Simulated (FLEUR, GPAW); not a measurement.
A GPAW input for a self-consistent single point of AlFe3C (Pm-3m, 5 atoms in the cell) (DFT LDA (Perdew-Wang 92), plane waves, GPAW PAW datasets LDA (gpaw-data 1.0.1)):

```python
from ase import Atoms
from ase.units import GPa
from gpaw import GPAW

atoms = Atoms(['Al', 'Fe', 'Fe', 'Fe', 'C'],
              cell=[[3.789780, 0.000000, 0.000000],
                    [0.000000, 3.789780, 0.000000],
                    [0.000000, 0.000000, 3.789780]],
              scaled_positions=[[0.000000, 0.000000, 0.000000],
                                [0.000000, 0.500000, 0.500000],
                                [0.500000, 0.000000, 0.500000],
                                [0.500000, 0.500000, 0.000000],
                                [0.500000, 0.500000, 0.500000]],
              pbc=True)

atoms.set_initial_magnetic_moments([0.0, 4.0, 4.0, 4.0, 0.0])

calc = GPAW(spinpol=True,
            mode={'name': 'pw', 'ecut': 950},
            xc='LDA',
            kpts=(7, 7, 7),
            occupations={'name': 'fermi-dirac', 'width': 0.1},
            nbands=-9,
            convergence={'density': 1e-05, 'energy': 1e-05},
            symmetry={'symmorphic': False, 'tolerance': 0.0005},
            maxiter=100,
            txt='-')

atoms.calc = calc

energy = atoms.get_potential_energy()
print('Energy (eV):', round(energy, 6))
forces = atoms.get_forces()
print('Forces (eV/Ang):')
print(forces.round(5))
stress = atoms.get_stress()
print('Stress (GPa, Voigt):', (stress / GPa).round(4))
```

### Question
Translate this input to FLEUR.

### Answer
One input that does it (others would too):

Input of the input generator:

```
AlFe3C
&input film=f /
3.7897800000 0.0000000000 0.0000000000
0.0000000000 3.7897800000 0.0000000000
0.0000000000 0.0000000000 3.7897800000
1.8897261246
1.0 1.0 1.0

5
13 0.0000000000 0.0000000000 0.0000000000 : 0.00
26 0.0000000000 0.5000000000 0.5000000000 : 4.00
26 0.5000000000 0.0000000000 0.5000000000 : 4.00
26 0.5000000000 0.5000000000 0.0000000000 : 4.00
6 0.5000000000 0.5000000000 0.5000000000 : 0.00

&comp jspins=2 /
&exco xctyp='pz' /
&kpt div1=7 div2=7 div3=7 /
&end /
```

```xml
<?xml version="1.0" encoding="UTF-8" standalone="no"?>
<fleurInput fleurInputVersion="0.39">
   <comment>
      AlFe3C                                                                                              
   </comment>
   <calculationSetup>
      <cutoffs Kmax="4.7" Gmax="18.8" GmaxXC="18.8" numbands="0"/>
      <scfLoop itmax="60" minDistance="0.00001" maxIterBroyd="15" imix="Anderson" alpha="0.05" precondParam="0.0" spinf="2.0"/>
      <coreElectrons ctail="T" frcor="F" kcrel="0" coretail_lmax="0"/>
      <xcFunctional name="pz" relativisticCorrections="F"/>
      <magnetism jspins="2"/>
      <soc l_soc="F" theta="0.0" phi="0.0" spav="F"/>
      <expertModes spex="0" secvar="F"/>
      <geometryOptimization l_f="T" forcealpha="1.0" forcemix="BFGS" epsdisp="0.00001" epsforce="0.00001"/>
      <ldaU l_linMix="F" mixParam="0.05" spinf="1.0"/>
   </calculationSetup>
   <cell>
      <bzIntegration valenceElectrons="55.0" mode="hist" fermiSmearingEnergy="0.00367493">
         <kPointListSelection listName="default-1"/>
         <!-- k-points included here -->
         <xi:include xmlns:xi="http://www.w3.org/2001/XInclude" href="kpts.xml"> </xi:include>
      </bzIntegration>
      <!-- symmetry operations included here -->
      <xi:include xmlns:xi="http://www.w3.org/2001/XInclude" href="sym.xml"> </xi:include>
      <bulkLattice scale="1.0">
         <bravaisMatrix>
            <row-1>    7.1616462724865873     0.0000000000000000     0.0000000000000000</row-1>
            <row-2>    0.0000000000000000     7.1616462724865873     0.0000000000000000</row-2>
            <row-3>    0.0000000000000000     0.0000000000000000     7.1616462724865873</row-3>
         </bravaisMatrix>
      </bulkLattice>
   </cell>
   <atomSpecies>
      <species name="Aluminum (Al)" element="Al" atomicNumber="13">
         <mtSphere radius="2.60" gridPoints="895" logIncrement="0.013"/>
         <atomicCutoffs lmax="10" lnonsphr="8"/>
         <electronConfig flipSpins="F">
            <coreConfig>(1s1/2) (2s1/2) (2p1/2) (2p3/2)</coreConfig>
            <valenceConfig>(3s1/2) (3p1/2) (3p3/2)</valenceConfig>
            <stateOccupation state="(3p1/2)" spinUp="0.1666666667" spinDown="0.1666666667"/>
            <stateOccupation state="(3p3/2)" spinUp="0.3333333333" spinDown="0.3333333333"/>
         </electronConfig>
         <energyParameters s="3" p="3" d="3" f="4"/>
      </species>
      <species name="Iron (Fe) 4.000" element="Fe" atomicNumber="26">
         <mtSphere radius="2.14" gridPoints="737" logIncrement="0.016"/>
         <atomicCutoffs lmax="8" lnonsphr="6"/>
         <electronConfig flipSpins="F">
            <coreConfig>(1s1/2) (2s1/2) (2p1/2) (2p3/2)</coreConfig>
            <valenceConfig>(3s1/2) (3p1/2) (3p3/2) (4s1/2) (3d3/2) (3d5/2)</valenceConfig>
            <stateOccupation state="(3d3/2)" spinUp="2.0" spinDown="0.4"/>
            <stateOccupation state="(3d5/2)" spinUp="3.0" spinDown="0.6"/>
         </electronConfig>
         <energyParameters s="4" p="4" d="3" f="4"/>
         <lo type="SCLO" l="0" n="3" eDeriv="0"/>
         <lo type="SCLO" l="1" n="3" eDeriv="0"/>
      </species>
      <species name="Carbon (C)" element="C" atomicNumber="6">
         <mtSphere radius="1.20" gridPoints="417" logIncrement="0.024"/>
         <atomicCutoffs lmax="6" lnonsphr="4"/>
         <electronConfig flipSpins="F">
            <coreConfig>(1s1/2)</coreConfig>
            <valenceConfig>(2s1/2) (2p1/2) (2p3/2)</valenceConfig>
            <stateOccupation state="(2p1/2)" spinUp="0.3333333333" spinDown="0.3333333333"/>
            <stateOccupation state="(2p3/2)" spinUp="0.6666666667" spinDown="0.6666666667"/>
         </electronConfig>
         <energyParameters s="2" p="2" d="3" f="4"/>
      </species>
   </atomSpecies>
   <atomGroups>
      <atomGroup species="Aluminum (Al)">
         <relPos label="                   1">.0000000000 .0000000000 .0000000000</relPos>
         <force calculate="T" relaxXYZ="TTT"/>
      </atomGroup>
      <atomGroup species="Iron (Fe) 4.000">
         <relPos label="                   2">.0000000000 1.000/2.000 1.000/2.000</relPos>
         <relPos label="                   3">1.000/2.000 .0000000000 1.000/2.000</relPos>
         <relPos label="                   4">1.000/2.000 1.000/2.000 .0000000000</relPos>
         <force calculate="T" relaxXYZ="TTT"/>
      </atomGroup>
      <atomGroup species="Carbon (C)">
         <relPos label="                   5">1.000/2.000 1.000/2.000 1.000/2.000</relPos>
         <force calculate="T" relaxXYZ="TTT"/>
      </atomGroup>
   </atomGroups>
   <output dos="F" band="F" slice="F">
      <checks vchk="F" cdinf="F"/>
      <bandDOS minEnergy="-.5*Htr" maxEnergy="0.5*Htr" sigma="0.015" storeEVData="T"/>
      <vacuumDOS vacdos="F" integ="F" star="F" nstars="0" locx1="0.0" locy1="0.0" locx2="0.0" locy2="0.0" nstm="0" tworkf="0.0"/>
      <unfoldingBand unfoldBand="F" supercellX="1" supercellY="1" supercellZ="1"/>
      <plotting iplot="0" polar="F">
         <plot TwoD="T" vec1="  1.0  0.0  0.0" vec2="  0.0  1.0  0.0" vec3="  0.0  0.0  1.0" zero="  0.0  0.0  0.0" file="plot"/>
      </plotting>
      <chargeDensitySlicing numkpt="0" minEigenval="0.0" maxEigenval="0.0" nnne="0" pallst="F"/>
      <specialOutput eonly="F"/>
      <magneticCircularDichroism mcd="F" energyLo="-10.0" energyUp="0.0"/>
   </output>
  <!-- We include the file relax.xml here to enable relaxations (see documentation) -->
  <xi:include xmlns:xi="http://www.w3.org/2001/XInclude" href="relax.xml"> <xi:fallback/> </xi:include>
</fleurInput>
```

Basis settings and potentials, where a program has them, do not carry over. This input uses DFT, LDA (Perdew-Zunger), all-electron FLAPW (FLEUR), scalar-relativistic valence. LDA parametrisations can differ slightly between programs. Both were run: size of the net moment 0.52 μB/atom in GPAW and 0.41 in FLEUR.

On GPAW: the starting cell comes from a database of computed structures (which also holds hypothetical and non-ambient phases and stackings), without a prior relaxation at this level. The moments shrank to a small part of their start, a low-spin state that need not be the lowest.

On FLEUR: the starting cell comes from a database of computed structures (which also holds hypothetical and non-ambient phases and stackings), without a prior relaxation at this level. The moments shrank to a small part of their start, a low-spin state that need not be the lowest. Values depend on the basis (sphere radii, cutoffs, local orbitals), which need not be converged.
